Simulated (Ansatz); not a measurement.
Cubic perovskite CsPbCl3 (cubic high-temperature phase), treated with LDA (PAW; Ansatz, a first-principles code).

Settings: plane-wave cutoff 520 eV, 6×6×6 k mesh, Fermi–Dirac smearing 0.01 eV, scalar-relativistic PAW data made under PBE.

The volume scan:

```tsv
V (Å³/atom)	E − E_lowest (meV/atom)
31.634	12.59
32.307	5.38
32.980	1.30
33.653	0.00
34.326	1.19
34.999	4.59
35.672	9.97
```

**Question.** What bulk modulus B0 and pressure derivative B′ does a third-order Birch–Murnaghan fit give?

**Answer.** V0 = 33.655 Å³/atom, B0 = 29.5 GPa, B′ = 4.7 (fit to the energies at full precision).

Note: the relaxation could not lower the start's symmetry, so the cell can be a saddle point above a distorted one.

Spin–orbit coupling is not included; it can shift volumes and moduli of such heavy elements.

Computed values are for the static lattice.
